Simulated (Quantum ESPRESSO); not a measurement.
Quantum ESPRESSO run on In₂Si₂O₇ (P1, 22 atoms in the cell): self-consistent single point.

Method: PBEsol, GBRV 1.5 ultrasoft (PBESOL) pseudopotentials (plane waves; Quantum ESPRESSO 7.5).

```
In2Si2O7
1.0
    0.00000     4.77344     4.77344
    4.77344     0.00000     4.77344
    4.77344     4.77344     0.00000
In Si O
4 4 14
Direct
  0.62818   0.62420   0.62306
  0.12180   0.62438   0.62584
  0.62467   0.62015   0.12761
  0.63046   0.12123   0.62274
  0.12371   0.12708   0.12476
  0.61890   0.11998   0.13227
  0.12234   0.13103   0.62455
  0.12943   0.62514   0.12074
  0.19914   0.19990   0.80093
  0.44658   0.44965   0.05110
  0.79392   0.81173   0.19600
  0.05429   0.04821   0.44683
  0.80645   0.19185   0.19438
  0.05125   0.44960   0.44740
  0.19265   0.79806   0.80949
  0.44932   0.05730   0.04885
  0.19501   0.80667   0.19321
  0.44337   0.05183   0.44931
  0.80755   0.19464   0.80514
  0.05526   0.44995   0.05532
  0.50475   0.49816   0.49706
  0.75096   0.74927   0.75340
```

Reference input (self-consistent single point, DFT, PBEsol, plane waves, GBRV 1.5 ultrasoft (PBESOL) pseudopotentials): ecutwfc = 40 Ry; ecutrho = 200 Ry; occupations = smearing; smearing = gaussian; degauss = 0.000734986 Ry; potentials = {In: in_pbesol_v1.4.uspp.F.UPF, Si: si_pbesol_v1.uspp.F.UPF, O: o_pbesol_v1.2.uspp.F.UPF}; K_POINTS = automatic 3 3 3 1 1 1; conv_thr = 1e-09 Ry. This run's input differs from it in these lines:

```diff
@@ -13,3 +13,3 @@
    ecutwfc = 40
-   ecutrho = 200
+   ecutrho = 120
    occupations = 'smearing'
```

The program printed (abridged):

```
     Self-consistent Calculation

     iteration #  1     ecut=    40.00 Ry     beta= 0.70

     total energy              =   -1022.17115449 Ry
     estimated scf accuracy    <       3.56724940 Ry

     iteration #  2     ecut=    40.00 Ry     beta= 0.70

     total energy              =   -1022.76678464 Ry
     estimated scf accuracy    <       4.04488220 Ry

     iteration #  3     ecut=    40.00 Ry     beta= 0.70

     total energy              =   -1023.64334247 Ry
     estimated scf accuracy    <       0.55019582 Ry

   [... 8 blocks of this kind left out ...]

     iteration # 12     ecut=    40.00 Ry     beta= 0.70

     total energy              =   -1023.74884911 Ry
     estimated scf accuracy    <          6.6E-09 Ry

     iteration # 13     ecut=    40.00 Ry     beta= 0.70
     End of self-consistent calculation

     the Fermi energy is    11.0303 ev

!    total energy              =   -1023.74884911 Ry
     estimated scf accuracy    <          2.7E-10 Ry
     smearing contrib. (-TS)   =      -0.00000000 Ry
     internal energy E=F+TS    =   -1023.74884911 Ry

     convergence has been achieved in  13 iterations

     Forces acting on atoms (cartesian axes, Ry/au):

     atom    1 type  1   force =     0.00170985   -0.00064362   -0.00742512
     atom    2 type  1   force =    -0.01291297    0.02198983    0.02322882
     atom    3 type  1   force =    -0.00236611   -0.00885485    0.00935470
     atom    4 type  1   force =     0.01725885   -0.00350921    0.00872575
     atom    5 type  2   force =    -0.01175907    0.00557986    0.00512024
   [... lines left out ...]

     Total force =     0.126058     Total SCF correction =     0.000024

          total   stress  (Ry/bohr**3)                   (kbar)     P=      -76.72
  -0.00051910   0.00000207  -0.00001253          -76.36        0.31       -1.84
   0.00000207  -0.00048030  -0.00002848            0.31      -70.65       -4.19
  -0.00001253  -0.00002848  -0.00056522           -1.84       -4.19      -83.15

   JOB DONE.
```

The run converged in 13 iterations. Against the reference run the free energy goes down by 1.3 meV/atom, the pressure moves little (-7.74 to -7.67 GPa), the largest force moves little (1.379 to 1.380 eV/Å) and the gap on the mesh hardly changes (2.170 to 2.172 eV).

The starting cell comes from a database of computed structures (which also holds hypothetical and non-ambient phases and stackings), without a prior relaxation at this level. Its atoms were displaced at random from the sites of space group no. 227. Forces in this geometry exceed 1 eV/Å. The shifted mesh does not hold Γ, so a gap read on it misses any band edge there.

Cost on one core of a shared machine: roughly 20 min.
